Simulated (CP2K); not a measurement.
Worked example: self-consistent single point of Ti (P6_3/mmc, 4 atoms in the cell) in CP2K.

Method of the run: PBE, GPW, DZVP-MOLOPT-SR-GTH basis, GTH-PBE potentials (GTH_POTENTIALS) run with CP2K 2026.2.

```
Ti
1.0
    2.99336     0.00000     0.00000
   -1.49668     2.59233     0.00000
    0.00000     0.00000     9.63116
Ti
4
Cartesian
  0.00000   0.00000   0.00000
  0.00000   0.00000   4.81558
  0.00000   1.72822   2.40779
  1.49668   0.86411   7.22337
```

Reference input (self-consistent single point, DFT PBE, GPW, DZVP-MOLOPT-SR-GTH basis, GTH-PBE potentials (GTH_POTENTIALS)): CUTOFF = 600 Ry; REL_CUTOFF = 40 Ry; SMEAR/METHOD = FERMI_DIRAC; ELECTRONIC_TEMPERATURE = 580.23 K; KPOINTS/SCHEME = MONKHORST-PACK 9 9 2; GAMMA_CENTERED = T; XC_FUNCTIONAL = PBE; Ti/BASIS_SET = DZVP-MOLOPT-SR-GTH-q12; Ti/POTENTIAL = GTH-PBE-q12; METHOD = GPW; EPS_DEFAULT = 1e-10; NGRIDS = 5. This run's input differs from it in these lines:

```diff
@@ -34,4 +34,4 @@
       &SMEAR ON
-        METHOD FERMI_DIRAC
-        ELECTRONIC_TEMPERATURE [K] 580.23
+        METHOD GAUSSIAN
+        SIGMA [eV] 0.1
       &END SMEAR
@@ -39,3 +39,3 @@
     &KPOINTS
-      SCHEME MONKHORST-PACK 9 9 2
+      SCHEME MONKHORST-PACK 13 13 4
       GAMMA_CENTERED T
```

The program printed (abridged):

```
 SCF WAVEFUNCTION OPTIMIZATION

  Step     Update method      Time    Convergence         Total energy    Change
     1 NoMix/Diag. 0.30E+00      -     1.59450411      -233.8388782393 -2.34E+02
     2 Broy./Diag. 0.30E+00      -     0.04305788      -234.8651634400 -1.03E+00
     3 Broy./Diag. 0.30E+00      -     0.10813613      -233.4267824472  1.44E+00
     4 Broy./Diag. 0.30E+00      -     0.07691764      -232.8217389528  6.05E-01
     5 Broy./Diag. 0.30E+00      -     0.00532217      -232.7123207989  1.09E-01
     6 Broy./Diag. 0.30E+00      -     0.00148029      -232.7506896041 -3.84E-02
   [... 9 lines left out ...]
    16 Broy./Diag. 0.30E+00      -     0.00000014      -232.7719601142  1.25E-06
    17 Broy./Diag. 0.30E+00      -     0.00000014      -232.7719600651  4.91E-08
    18 Broy./Diag. 0.30E+00      -     0.00000012      -232.7719599611  1.04E-07
    19 Broy./Diag. 0.30E+00      -     0.00000004      -232.7719599454  1.57E-08
  *** SCF run converged in    19 steps ***

  Overlap energy of the core charge distribution:               0.00000000000000
  Self energy of the core charge distribution:               -427.59631595198380
  Core Hamiltonian energy:                                    108.31454557520931
  Hartree energy:                                             115.68307843149400
  Exchange-correlation energy:                                -29.17214793231953
  Smearing free energy correction:                             -0.00112006784491
  Fermi energy:                                                 0.36453952936621

  Total energy:                                              -232.77195994544576
  Total energy (extrapolated to sigma->0):                   -232.77139991152330

   [... lines left out ...]

 STRESS| Analytical stress tensor [bar]
 STRESS|                        x                   y                   z
 STRESS|      x       -5.87931669558E+04  -7.07734620193E-01  -2.87878403997E-06
 STRESS|      y       -7.07734620193E-01  -5.87937549760E+04   8.95472046153E-07
 STRESS|      z       -2.87878403997E-06   8.95472046153E-07  -6.45128517982E+04
 STRESS| 1/3 Trace                                            -6.06999245767E+04
```

The run converged in 19 iterations. Against the reference run the free energy rises by 4.8 meV/atom and the pressure hardly changes (-6.09 to -6.07 GPa).

The starting cell was generated: these elements placed on a structure prototype, without a prior relaxation; it need not be a known phase or ordering of this composition. Its lattice was rescaled by a random factor within 2.5 % of one. Spin polarisation is off. Values carry the incompleteness of an atom-centred basis. With a pressure of about -6 GPa the cell is away from its equilibrium volume at this level.

Cost on one core of a shared machine: roughly 2 min.
